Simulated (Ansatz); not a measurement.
Cr: thickness series

The parent structure is Cr in the bcc (W type) structure (space group Im-3m, No. 229; non-magnetic).

```
Cr
1.0
   -1.41466     1.41466     1.41466
    1.41466    -1.41466     1.41466
    1.41466     1.41466    -1.41466
Cr
1
Cartesian
  0.00000   0.00000   0.00000
```

Cartesian axes are those of the cell as printed.

Free-standing slabs (1 atom(s) a layer) normal to [110] with 15 Å of vacuum; in-plane cell held at bulk.

Level of theory: r2SCAN in Ansatz (plane waves to 500 eV, PAW, scalar-relativistic without spin-orbit coupling).

Notes on the quantities. excess energy per area of both faces: slab less bulk energy over the cell's area: twice a surface energy; uncertain by up to 0.2 J/m².

| case | excess energy per area of both faces | thickness between the outermost nuclei | shortest interatomic distance |
|---|---|---|---|
| base | – | – | 4.630 bohr |
| 1 layer | – | – | 4.630 bohr |
| 2 layers | ___ | 1.78 Å | ___ |
| 3 layers | 7.4 J/m² | 3.86 Å | 4.526 bohr |
| 4 layers | 7.3 J/m² | 5.88 Å | 4.514 bohr |
| 5 layers | 7.2 J/m² | 7.85 Å | 4.492 bohr |
| 6 layers | 7.2 J/m² | 9.86 Å | 4.500 bohr |
| 7 layers | 7.2 J/m² | 11.86 Å | 4.498 bohr |

Some entries are withheld; estimate them.


- 2 layers, excess energy per area of both faces: 6.92 J/m²
- 2 layers, shortest interatomic distance: 4.302 bohr

Slab and bulk use different k-meshes, which limits the precision of the excess energy. Whether these cells are dynamically stable was not tested. Starting moments died away, wholly or in part, for the base; another magnetic solution may exist. All final runs are without spin polarisation. Real Cr is antiferromagnetic at low temperature and ambient pressure, an order that this cell doesn't hold.

Ansatz is a program for electronic structure.
